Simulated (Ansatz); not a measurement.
The reference is NaCl in the rock salt structure (space group Fm-3m, No. 225; a = 5.601 Å). Axes: x, y, z lie along the cube axes.

Structures relaxed with PBEsol (Ansatz, an electronic-structure program, PAW, scalar-relativistic without spin-orbit coupling).

Base:

Simulated powder pattern, Co Kα, λ = 1.79026 Å (kinematic, ideal powder, no thermal factors, no anomalous dispersion; the 10 strongest lines at most, above 2 %, up to 2θ = 90°):

```tsv
2θ (°)	I/Imax (%)	hkl
32.14	8.2	(111)
37.28	100	(200)
53.74	64	(220)
67.22	21	(222)
79.47	9.3	(400)
```

After one change:

Simulated powder pattern, Co Kα, λ = 1.79026 Å (kinematic, ideal powder, no thermal factors, no anomalous dispersion; the 10 strongest lines at most, above 2 %, up to 2θ = 90°):

```json
[
 {"2θ (°)": "31.71", "I/Imax (%)": "6.4"},
 {"2θ (°)": "37.28", "I/Imax (%)": "50"},
 {"2θ (°)": "37.30", "I/Imax (%)": "100"},
 {"2θ (°)": "52.61", "I/Imax (%)": "17"},
 {"2θ (°)": "53.76", "I/Imax (%)": "64"},
 {"2θ (°)": "54.93", "I/Imax (%)": "15"},
 {"2θ (°)": "66.24", "I/Imax (%)": "16"},
 {"2θ (°)": "68.27", "I/Imax (%)": "15"},
 {"2θ (°)": "79.52", "I/Imax (%)": "9.3"},
 {"2θ (°)": "89.43", "I/Imax (%)": "7.1"}
]
```

**Question.** Which of these changes matches the shifts?
A. tensor shear ε_xy = +1.43 %
B. tensor shear ε_xy = +0.86 %
C. tensor shear ε_xy = +0.57 %
D. tensor shear ε_xy = +2.00 %

**Answer.** D, tensor shear ε_xy = +2.00 %. Its volume per atom is 21.96 Å³ against 21.97 Å³, and its space group is Immm (No. 71).

The cells carry an imposed strain or load. Whether these cells are dynamically stable was not tested.
